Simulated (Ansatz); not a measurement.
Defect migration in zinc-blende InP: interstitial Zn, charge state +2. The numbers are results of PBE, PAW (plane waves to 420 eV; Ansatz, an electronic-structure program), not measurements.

64-site cell at the relaxed PBE lattice, one k-point at (0.250, 0.250, 0.250), smearing 0.05 eV, spin-restricted, no finite-size correction. No zero-point or tunnelling terms. PBE gaps are too small, and in this host the defect's levels may merge with the bands. The charge state is imposed; whether it is stable for some Fermi level was not computed. Sites that were not tried may lie lower.

Barriers: single points on a 2×2×2 k-point mesh shifted by half a step at the bands' geometries.

Relaxed starting cell (atoms counted from 1):

```xyz
65
Lattice="11.9200 0.0000 0.0000 0.0000 11.9200 0.0000 0.0000 0.0000 11.9200" Properties=species:S:1:pos:R:3 pbc="T T T"
In     0.0091     0.0064    -0.1400
In     0.0095     0.0060     6.0861
In     0.0084     5.9645    -0.0165
In     0.0129     5.9728     5.9599
In     5.9681     0.0051    -0.0164
In     5.9762     0.0104     5.9604
In     5.9679     5.9654    -0.0135
In     5.9721     5.9688     5.9651
P      1.4649     1.4611     4.4277
P      1.5250     1.5212    10.4034
P      1.5260     7.4413     4.4841
P      1.4870     7.4561    10.4177
P      7.4452     1.5222     4.4840
P      7.4590     1.4839    10.4174
P      7.4594     7.4560     4.4499
P      7.4559     7.4527    10.4180
In     0.0090     3.1225     2.9706
In     0.0140     2.9988     8.9337
In     0.0108     8.8182     2.9700
In     0.0065     8.9412     8.9260
In     5.9752     2.9992     2.9732
In     5.9692     2.9958     8.9332
In     5.9690     8.9411     2.9697
In     5.9706     8.9380     8.9293
P      1.5266     4.5044     1.4652
P      1.4957     4.4817     7.4426
P      1.4752    10.4740     1.5188
P      1.5276    10.4210     7.4675
P      7.4637     4.4800     1.4883
P      7.4606     4.4799     7.4460
P      7.4422    10.4162     1.4594
P      7.4634    10.4434     7.4407
In     3.1283     0.0058     2.9715
In     3.0023     0.0110     8.9331
In     3.0027     5.9718     2.9723
In     2.9989     5.9660     8.9335
In     8.8230     0.0079     2.9692
In     8.9448     0.0036     8.9259
In     8.9450     5.9653     2.9698
In     8.9416     5.9680     8.9285
P      4.5077     1.5238     1.4649
P      4.4847     1.4931     7.4425
P      4.4827     7.4613     1.4880
P      4.4828     7.4577     7.4457
P     10.4759     1.4730     1.5160
P     10.4243     1.5247     7.4671
P     10.4194     7.4391     1.4590
P     10.4466     7.4606     7.4402
In     2.9980     2.9955    -0.0139
In     3.0234     3.0203     5.9820
In     3.0198     8.9078    -0.0505
In     2.9989     8.9415     5.9601
In     8.9091     3.0184    -0.0520
In     8.9442     2.9963     5.9601
In     8.9371     8.9344    -0.0207
In     8.9141     8.9110     5.9759
P      4.4857     4.4828     4.4566
P      4.4830     4.4797    10.4235
P      4.5091    10.4206     4.4888
P      4.4833    10.4445    10.4213
P     10.4242     4.5049     4.4882
P     10.4473     4.4807    10.4208
P     10.4795    10.4764     4.4322
P     10.4176    10.4143    10.4009
Zn     0.0094     0.0095     2.9573
```
Cell charge +2.

End state 1 differs by these moves (Å; atoms that move under 0.08 Å are left out):

```tsv
atom	element	Δx	Δy	Δz
1	In	-0.01	-0.01	0.12
2	In	-0.04	-0.03	-0.11
9	P	0.08	0.08	0.00
17	In	-0.13	-0.14	0.00
19	In	-0.01	0.13	0.00
21	In	0.13	-0.02	0.00
27	P	0.00	-0.06	-0.06
33	In	-0.14	-0.13	0.00
35	In	-0.02	0.13	0.00
37	In	0.12	-0.01	0.00
45	P	-0.06	0.00	-0.06
49	In	-0.01	-0.01	-0.13
50	In	-0.03	-0.03	0.10
65	Zn	2.98	2.98	0.00
```

Task: Give the forward and backward barriers to end state 1 at the level PBE, PAW.

Result: forward 0.95 eV, backward 0.95 eV; at the saddle point atom 65 has neighbours In at 2.64, 2 In at 2.85, In at 3.03; P at 2.54, P at 2.55, P at 2.79, P at 3.11 Å. The saddle point's order was not checked, and it lies on a symmetry element of the cell, where a band can be held.
